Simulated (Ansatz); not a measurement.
# Pd, element substitutions

The reference is Pd in the fcc (Cu type) structure (space group Fm-3m, No. 225; a = 3.8757 Å).

Each row replaces one element on all its sites; cell and atoms are relaxed.

Levels (all Ansatz, a quantum-chemistry and plane-wave program, PAW): PBEsol (420 eV, no spin-orbit coupling); r2SCAN (500 eV, scalar-relativistic without spin-orbit coupling).

Pressures by level, all at the geometries relaxed with PBEsol:

```tsv
case	PBEsol	r2SCAN
base	0.0 GPa	4.9 GPa
Pd → Os	0.0 GPa	?
Pd → W	0.0 GPa	?
Pd → Rh	0.0 GPa	?
```

Some entries are withheld; estimate them.


- Pd → Os, r2SCAN: 3.9 GPa
- Pd → W, r2SCAN: 4.5 GPa
- Pd → Rh, r2SCAN: 4.7 GPa

Single points use the geometry relaxed with PBEsol. Their cutoffs differ, which shifts pressures a little. No phonon test of stability was made. All final runs are without spin polarisation. Pd has a high density of states at the Fermi level and may be magnetic at this level. This is not the structure that Os has at room temperature and ambient pressure. This is not the structure that W has at room temperature and ambient pressure.
